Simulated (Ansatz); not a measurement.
System: CsCl-type PdIn. Method: PBE-D3(BJ) in Ansatz (PAW).

Run with plane-wave cutoff 520 eV, 20×20×20 k mesh, Fermi–Dirac smearing 0.098 eV (set by the program), scalar-relativistic PAW data made under PBE.

Computed at the level's own relaxed cell.

Hill averages of the elastic tensor: K = 129.5 GPa, G = 34.0 GPa. Volume 17.311 Å³/atom, mean atomic mass 110.619 u.

Q: Work out the density, the sound velocities of a polycrystal and the elastic Debye temperature, and Pugh's ratio at this level.

A: ρ = 1.66054 × 110.619/17.311 = 10.611 g/cm³. v_l = √[(K + 4G/3)/ρ] = 4.059 km/s and v_t = √(G/ρ) = 1.790 km/s. The mean follows from 3/v_m³ = 1/v_l³ + 2/v_t³: v_m = 2.021 km/s. Θ_D = (ħ/k_B) v_m (6π²/V)^(1/3) = 76.38 K Å s/km × 2.021 × 1.5068 Å⁻¹ = 233 K, counting all atoms of the cell. K/G = 3.81, to be set beside Pugh's rough bound of 1.75 between brittle and ductile metals.

Note: the dispersion coefficients are held fixed in the derivatives.

Ansatz is a quantum-chemistry and plane-wave program.
